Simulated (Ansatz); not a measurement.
The starting structures come from a database of crystals and need not be the phases stable at ambient conditions.

Inside the gap of an insulator the Bloch states are evanescent, with a wavenumber k + iκ along the transport direction.

```yaml
crystal:
  lattice:
    - [8.54874, 0.00000, 0.00000]
    - [2.55642, 8.15756, 0.00000]
    - [2.55642, 1.87788, 3.43402]
  atoms:
    - { symbol: Y, position: [0.50000, 0.00000, 0.29354] }
    - { symbol: Y, position: [0.00000, 0.50000, 0.70646] }
    - { symbol: Ag, position: [0.00000, 0.00000, 0.00000] }
    - { symbol: Ag, position: [0.50000, 0.50000, 0.00000] }
    - { symbol: Te, position: [0.29864, 0.20136, 0.78132] }
    - { symbol: Te, position: [0.20136, 0.70136, 0.81596] }
    - { symbol: Te, position: [0.70136, 0.79864, 0.78132] }
    - { symbol: Te, position: [0.79864, 0.29864, 0.62140] }
```

Space group of this cell: P-42_1m. The cell is taken as given.

Transport runs along the normal of the first two printed cell vectors, the (111) plane of the conventional cell.

The gap is the functional's own. No spin-orbit coupling. Mid-gap values are interpolated on the energy grid.

Q: Give the band gap and the smallest decay constant κ at mid-gap that r2SCAN in Ansatz (a first-principles code) yields.

A: Gap 1.16 eV on a 10×10×10 mesh; κ = 0.175 1/Å, at (0.250, 0.250) of the in-plane reciprocal vectors. At the zone centre, at the nearest computed energy, the slowest state has κ = 0.18 1/Å.
